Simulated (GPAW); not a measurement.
## Pressure against volume in hcp Re (space group 194) (GPAW, PBEsol)

```
CELL_PARAMETERS angstrom
      2.67986     0.00000     0.00000
     -1.33993     2.32083     0.00000
      0.00000     0.00000     4.33050
ATOMIC_POSITIONS crystal
  Re 0.66667 0.33333 0.75000
  Re 0.33333 0.66667 0.25000
```

Computed with PBEsol, GPAW PAW datasets PBEsol (made by gpaw-setup) (plane waves; GPAW). Settings: mode = pw; ecut = 585 eV; xc = PBEsol; kpts = 24 24 13; mesh shift (steps) = 0 0 0; occupations.name = fermi-dirac; occupations.width = 0.05 eV; nbands = -8; convergence.density = 1e-05 e/electron; convergence.energy = 1e-05 eV/electron; symmetry.symmorphic = false; symmetry.tolerance = 0.0005; maxiter = 150. The cell above is the first row's. The rows scale it uniformly. In all rows fractional positions and the k mesh are held.

| V (Å^3/atom) | P (GPa) |
|---|---|
| 13.467 | ? |
| 13.760 | 23.64 |
| 14.052 | 13.76 |
| 14.345 | 4.88 |
| 14.638 | -3.09 |
| 14.931 | -10.25 |
| 15.223 | -16.65 |
| 15.516 | -22.35 |
| 15.809 | -27.50 |

Fit P of the 8 rows that show it with a cubic. With u = V - 14.8, the rows have u = -1.0400, -0.7480, -0.4550, -0.1620, 0.1310, 0.4230, 0.7160, 1.0090. Least squares gives P = -7.155 - 24.2465·u + 4.5910·u² - 0.5389·u³. Residuals (row less fit): 0.007, -0.016, 0.002, 0.014, 0.004, -0.019, 0.010, -0.001; standard error 0.016 (degrees of freedom: 4). The fitted pressure is zero at V0 = 14.52, where dP/dV = -26.94, so B0 = -V0·dP/dV = 391 GPa.

Q: What does the fit predict for P at V = 13.467, and how far is the calculated value from it?

A: u = -1.3330, so P = -7.155 - 24.2465 × (-1.3330) + 4.5910 × (-1.3330)² - 0.5389 × (-1.3330)³ = 34.600 GPa. The calculation gives 34.66 GPa, 0.060 GPa above the prediction (0.1 % of the range of P in the table). The row lies outside the fitted rows, so this is an extrapolation. From the scatter of the fitted rows alone, a prediction at this place has a standard error of 0.042 GPa, so the miss is 1.4 times that.

Carrying the step between the two nearest rows on in a straight line would have given 33.55, off by 1.11; series whose last step already gives the withheld value aren't shown. The scan was laid around a cell of about the measured size, scaled by a guess for this functional; axis ratios and inner coordinates come from that cell. The runs keep the symmetry of the cell, so they don't test it for distortions. Spin polarisation is off. Spin-orbit coupling is off. The shape of the cell and the inner coordinates aren't relaxed, so V0 and B0 belong to this uniform scaling; a relaxed crystal lies no higher in energy and is usually softer. Cutoffs and mesh are single choices, not tested for convergence of this quantity. Series with a scatter that would blur these digits, or in which a gap closes, are not shown.
